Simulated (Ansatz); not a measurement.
Phonon-limited resistivity of Zr$_{2}$TlC (P6_3/mmc) against temperature in μΩ·cm, PBEsol, DFPT electron-phonon coupling, linearised Boltzmann equation (Ansatz, an electronic-structure program), harmonic crystal at a fixed cell. x, y and z are the axes of this cell:
```
TlZr2C
1.0
    3.34566     0.00000     0.00000
   -1.67283     2.89743     0.00000
    0.00000     0.00000    14.90635
Zr Tl C
4 2 2
Cartesian
  0.00000   1.93162   8.67491
  1.67283   0.96581   6.23143
  1.67283   0.96581   1.22174
  0.00000   1.93162  13.68461
  0.00000   1.93162   3.72659
  1.67283   0.96581  11.17976
  0.00000   0.00000   0.00000
  0.00000   0.00000   7.45317
```

```
T      ρ (x, y)  ρ (z)
-----  --------  -----
50 K       0.31    3.2
77 K       1.06    8.4
100 K       [?]   13.7
150 K       3.9    [?]
200 K       6.0     38
250 K       8.1     51
273 K       9.0     56
300 K      10.2     63
350 K      12.3     75
400 K      14.4     86
```

### Question
What belongs in the gaps?

### Answer

- 100 K, ρ (x, y): 1.91
- 150 K, ρ (z): 26

A metal at this level (no band gap). Only scattering by harmonic phonons is included (no impurities, grain boundaries, electron-electron scattering or thermal expansion). Spin-orbit coupling is left out, which matters with elements this heavy. Halving the electron mesh (28x28x8) moves the resistivity by up to 8 %. Smearing 0.20 eV; phonons on a 5x5x1 q mesh, which this run doesn't test and which matters most at low temperature.

Computed structure with no diffraction record at hand here (it may be known, metastable or hypothetical): Zr2TlC (P6_3/mmc).
